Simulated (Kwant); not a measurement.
Device: quantum point contact (saddle potential) in a GaAs two-dimensional gas. Effective mass 0.067 mₑ, grid spacing 5 nm, hard walls, nominal width 100 nm (19 grid rows, so walls 100 nm apart), one parabolic valley, scattering region 300 nm long along x; energies count from the band bottom; Fermi energy 0.00346 eV. Potential (V0 + ½k y²) cos²(πx/L) for |x| < L/2, with V0 swept from 0.003633 to 0 eV, k = 1.1e-05 eV/nm², L = 100 nm.

Constants are typed, rounded textbook-type inputs, not results; the design itself was drawn at random and stands for no fabricated device.

Kwant, effective-mass tight-binding model on a square grid, one spin, coherent transport at 0 K. Conductance is in e²/h.

Sweep values stay those of the base run.

Base results: G (e²/h) at V0 = 0.9477 meV 0.91; mean G (e²/h) over the sweep 0.49; G (e²/h) at V0 = 1.843 meV 0.41; G (e²/h) at V0 = 2.738 meV 0.090.

**Question.** What follows from this one change: length of the gated region 100 → 70 nm?

**Answer.** G at V0 = 0.9477 meV 0.91 → 0.84 e²/h; mean G over the sweep 0.49 → 0.53 e²/h; G at V0 = 1.843 meV 0.41 → 0.48 e²/h; G at V0 = 2.738 meV 0.090 → 0.20 e²/h.

**Question.** What follows from this one change: effective mass 0.067 → 0.054 mₑ?

**Answer.** G at V0 = 0.9477 meV 0.91 → 0.80 e²/h; mean G over the sweep 0.49 → 0.44 e²/h; G at V0 = 1.843 meV 0.41 → 0.32 e²/h; G at V0 = 2.738 meV little changed (0.083 e²/h).

**Question.** What follows from this one change: Fermi energy 0.00346 → 0.0017 eV?

**Answer.** G at V0 = 0.9477 meV 0.91 → 0.052 e²/h; mean G over the sweep 0.49 → 0.059 e²/h; G at V0 = 1.843 meV 0.41 → 0.0084 e²/h; G at V0 = 2.738 meV 0.090 → 0.0018 e²/h.
